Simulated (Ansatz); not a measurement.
The starting structures come from a database of crystals and need not be the phases stable at ambient conditions.

 Where the default PAW files enter, the runs use the earlier of Ansatz's two default sets.

# Evanescent states of GaBO$_{3}$ (R-3c, not sure to be the ambient phase, 10 atoms a cell, 8.6 Å³ an atom) along the normal of (101)

The numbers are results of PBEsol (plane waves, PAW; Ansatz, an electronic-structure program), not measurements.

The gap is the functional's own, uncorrected, and κ follows it; spin-orbit coupling is left out. Mid-gap values are interpolated between the computed energies.

Energies count from the valence-band top; κ is the least over a 8×6 mesh across the current.

| E (eV) | κ (1/Å) | where |
|---|---|---|
| 0.10 | 0.125 | Γ |
| 0.30 | 0.204 | Γ |
| 0.50 | 0.250 | Γ |
| 0.70 | 0.282 | Γ |
| 0.90 | 0.305 | Γ |
| 1.10 | 0.323 | Γ |
| 1.30 | 0.335 | Γ |
| 1.50 | 0.344 | Γ |
| 1.70 | 0.349 | Γ |
| 1.90 | 0.351 | Γ |
| 2.10 | 0.351 | Γ |
| 2.30 | 0.348 | Γ |
| 2.50 | 0.341 | Γ |
| 2.70 | 0.332 | Γ |
| 2.90 | 0.320 | Γ |
| 3.10 | 0.304 | Γ |
| 3.30 | 0.284 | Γ |
| 3.50 | 0.258 | Γ |
| 3.70 | 0.223 | Γ |
| 3.90 | 0.176 | Γ |
| 4.10 | 0.098 | Γ |

Task: How thick must the barrier be to attenuate the transmission by 10^4 when the electrodes' Fermi level lies at 2.50 eV, and what attenuation does that film give at 2.90 eV?

Result: d = 4 ln 10 / (2 × 0.341) = 13.5 Å. At 2.90 eV it gives 4 × 0.320/0.341 = 3.8 decades.
